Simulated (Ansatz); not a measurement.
# A computed series for BN: response to strain

Base system: BN (space group P6_3/mmc, No. 194; a = 2.5064 Å, c = 6.6147 Å; layered, stacked along the Cartesian z axis).

Strains are applied to the cell and any free atomic positions relax.

Calculations: PBE-D3(BJ) in Ansatz (plane waves to 420 eV, PAW, no spin-orbit coupling).

Notes on the quantities. energy relative to the base: free energy F.

```json
[
 {"isotropic strain (%)": "0", "energy relative to the base (meV/atom)": "0.0"},
 {"isotropic strain (%)": "0.6", "energy relative to the base (meV/atom)": "2.2"},
 {"isotropic strain (%)": "1.2", "energy relative to the base (meV/atom)": "8.5"},
 {"isotropic strain (%)": "1.8", "energy relative to the base (meV/atom)": "?"},
 {"isotropic strain (%)": "2.4", "energy relative to the base (meV/atom)": "33.1"}
]
```

Q: Fit ΔE = Aε² + Bε³ (ε in %) to the rows shown and predict the withheld row.

A: Least squares on the printed values gives A = 6.08 and B = -0.14 meV/atom (largest residual 0.0 meV/atom); this predicts 18.9 meV/atom, and the run gives 18.9 meV/atom, in agreement.

Stability against distortions was not tested.

Ansatz is a quantum-chemistry and plane-wave program.
